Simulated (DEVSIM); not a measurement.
Device: Ni/AlN/n-Ge capacitor, at 250 K.

| layer (left to right) | material | thickness (nm) | Nd (cm⁻³) |
|---|---|---|---|
| 1 | AlN | 13.0 | - |
| 2 | Ge | 16000 | 1.3e15 |

Metal gate on the left, work function 5.1 eV. Fixed charge at the semiconductor interface 0 cm⁻² (in units of +e); no interface traps.

The device is made up for the run: typed textbook-type constants, with dimensions and the other settings drawn at random. Values at 300 K; Nc and Nv go as T^1.5, mobilities as T to minus their exponent, the gap by Varshni's rule with the affinity fixed.

| parameter | AlN | Ge |
|---|---|---|
| gap (eV) | 6.1 | 0.664 |
| affinity (eV) | 1.9 | 4 |
| permittivity | 8.5 | 16 |
| Nc (cm⁻³) | - | 1.04e19 |
| Nv (cm⁻³) | - | 6e18 |
| Varshni α (eV/K) | - | 0.000477 |
| Varshni β (K) | - | 235 |

Model (solved in DEVSIM): 1D Poisson equation in equilibrium, Boltzmann statistics, complete ionisation; no quantum confinement or tunnelling. Metal contacts follow the ideal Schottky-Mott rule: no Fermi-level pinning, no interface dipoles.

The interface trap density was swept, all else fixed.

```json
[
 {"interface trap density (cm^-2 eV^-1)": "0", "flat-band voltage (V)": "0.91", "minimum of the low-frequency capacitance (μF/cm²)": "0.0254", "threshold voltage (band bending 2φF) (V)": "0.57"},
 {"interface trap density (cm^-2 eV^-1)": "1e10", "flat-band voltage (V)": "0.91", "minimum of the low-frequency capacitance (μF/cm²)": "0.0269", "threshold voltage (band bending 2φF) (V)": "0.57"},
 {"interface trap density (cm^-2 eV^-1)": "1e11", "flat-band voltage (V)": "0.92", "minimum of the low-frequency capacitance (μF/cm²)": "0.0397", "threshold voltage (band bending 2φF) (V)": "0.56"},
 {"interface trap density (cm^-2 eV^-1)": "3e11", "flat-band voltage (V)": "0.93", "minimum of the low-frequency capacitance (μF/cm²)": "0.0663", "threshold voltage (band bending 2φF) (V)": "0.56"},
 {"interface trap density (cm^-2 eV^-1)": "1e12", "flat-band voltage (V)": "0.95", "minimum of the low-frequency capacitance (μF/cm²)": "…", "threshold voltage (band bending 2φF) (V)": "…"},
 {"interface trap density (cm^-2 eV^-1)": "2e12", "flat-band voltage (V)": "1.00", "minimum of the low-frequency capacitance (μF/cm²)": "0.217", "threshold voltage (band bending 2φF) (V)": "0.48"}
]
```

### Question
Fill in the missing entries.

### Answer

- 1e12, minimum of the low-frequency capacitance (μF/cm²): 0.141
- 1e12, threshold voltage (band bending 2φF) (V): 0.52
